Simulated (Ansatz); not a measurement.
# What isotropic strain +1.20 % does to CdS

Base system: CdS in the wurtzite structure (space group P6_3mc, No. 186; a = 4.124 Å, c = 6.708 Å).

Modification: the cell is scaled by 1.0120 in all directions, atoms relaxed at fixed cell.

Method: PBEsol in Ansatz (plane waves to 420 eV, PAW, spin-orbit coupling left out). k-mesh 9×9×5 (Γ-centred); smearing 0.05 eV (Fermi–Dirac).

Volume per atom: 25.61 Å³ (base 24.71 Å³)
Space group: P6_3mc (No. 186) (base P6_3mc (No. 186))
Shortest interatomic distance: 2.551 Å (base 2.521 Å)
Energy relative to the base (free energy F): +5.9 meV/atom
Pressure (mean of the normal stresses, compression positive): -2.02 GPa (base 0.00 GPa)
Band gap: 1.01 eV (base 1.09 eV)
Gap character: direct at Γ (base direct at Γ)
Mean gap deformation potential ΔEg/Δln V: -2.2 eV
Width of the top valence band: 1.63 eV (base 1.74 eV)
Electron mass: 0.11 mₑ along c, 0.12 mₑ across (at Γ) (base 0.11 mₑ along c, 0.12 mₑ across (at Γ))
Valence-band top at Γ (three highest levels, from the VBM): 0.00, 0.00, -0.04 eV (base 0.00, 0.00, -0.05 eV)

Effective masses come from finite differences of ±0.01 Å⁻¹. Whether these cells are dynamically stable was not tested.

Ansatz is a quantum-chemistry and plane-wave program.
